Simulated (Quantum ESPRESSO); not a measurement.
## Short convergence ladders for Rb (Im-3m, 1 atom in the cell)

```xyz
1
Lattice="-2.8335 2.8335 2.8335 2.8335 -2.8335 2.8335 2.8335 2.8335 -2.8335" Properties=species:S:1:pos:R:3 pbc="T T T"
Rb     0.0000     0.0000     0.0000
```

Base method: LDA (PW92), PseudoDojo standard norm-conserving (LDA) pseudopotentials (plane waves; Quantum ESPRESSO).

Base settings: ecutwfc = 45 Ry; occupations = smearing; smearing = fd; degauss = 0.0073499 Ry; potentials = {Rb: Rb.upf}; K_POINTS = automatic 8 8 8 0 0 0; conv_thr = 1e-11 Ry; mixing_beta = 0.4.

The count of work is k-points × plane waves × bands × iterations; it is no time. Core times come from one kind of shared machine, to one figure; runs under 30 s give none.

**The k-point mesh at a smearing width of 0.3 eV**

In this ladder: degauss = 0.02205 Ry.

Only quantities that move along the ladder and can be compared are tabulated.

```tsv
K_POINTS	free energy less the last step's (meV/atom)	pressure (GPa)	count of work / last
automatic 3 3 3 0 0 0	-34.71	-0.44	0.016
automatic 4 4 4 0 0 0	6.96	-0.33	0.031
automatic 5 5 5 0 0 0	-1.41	-0.36	0.039
automatic 6 6 6 0 0 0	0.41	-0.35	0.062
automatic 8 8 8 0 0 0	0.04	-0.35	0.11
automatic 9 9 9 0 0 0	-0.01	-0.35	0.15
automatic 11 11 11 0 0 0	0.00	-0.35	0.22
automatic 16 16 16 0 0 0	0.00	-0.35	0.56
automatic 20 20 20 0 0 0	0.00	-0.35	1.0
```

Coarsest K_POINTS that holds the pressure within 0.05 GPa of the last step, with all finer ones: automatic 4 4 4 0 0 0, at 0.031 of the last step's count of work; the step before is off by 0.08 GPa.

Coarsest K_POINTS that holds the free energy within 0.5 meV/atom of the last step, with all finer ones: automatic 6 6 6 0 0 0, at 0.062 of the last step's count of work; the step before is off by 1.4 meV/atom.

**The width of Methfessel-Paxton smearing**

In this ladder: smearing = mp; K_POINTS = automatic 13 13 13 0 0 0.

Narrow widths need finer meshes than wide ones, so the last steps can hold mesh noise.

Only quantities that move along the ladder and can be compared are tabulated; pressure and forces are left out, as mesh noise rules them at narrow widths.

```tsv
degauss	free energy less the last step's (meV/atom)	core time / last (rough)
0.073499 Ry	2.68	1.0
0.036749 Ry	-0.88	0.8
0.02205 Ry	0.15	0.7
0.0147 Ry	0.09	0.9
0.0073499 Ry	-0.03	0.7
0.0036749 Ry	0.00	1
```

Widest degauss that holds the free energy within 1 meV/atom of the last step, with all finer ones: 0.036749 Ry; the step before is off by 2.7 meV/atom.

On the base run: the starting cell has typed, rounded lattice constants, without a prior relaxation at this level. Its lattice was rescaled by up to half a per cent.

Left out of this page: 2 runs of the series outside the window shown, repeating another row's setting, or not comparable.
